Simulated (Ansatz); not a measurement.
Base system: Mo in the bcc (W type) structure (space group Im-3m, No. 229; a = 3.151 Å; relaxed with 0.1 eV smearing). Axes: x, y, z lie along the cube axes.

Level of theory: r2SCAN (Ansatz, a quantum-chemistry and plane-wave program; PAW; 500 eV plane waves; no spin-orbit coupling), earlier PAW set.

For the base:

| Property | Value |
|---|---|
| Shortest interatomic distance | 2.729 Å |
| Band gap | zero |

Modification: uniaxial strain ε_zz = −0.19 %, all other strain components held at zero, atoms relaxed at fixed cell.

Q: How does this affect the stress, energy relative to the base, shortest interatomic distance and band gap?

A: The stress (xx, yy, zz, yz, xz, xy; compression positive) comes out as (0.3, 0.3, 0.9, 0.0, 0.0, 0.0) GPa; the energy is nearly the same; the shortest interatomic distance hardly moves (2.729 Å against 2.727 Å); the band gap stays zero.

Whether these cells are dynamically stable was not tested. The final runs are not spin-polarised.
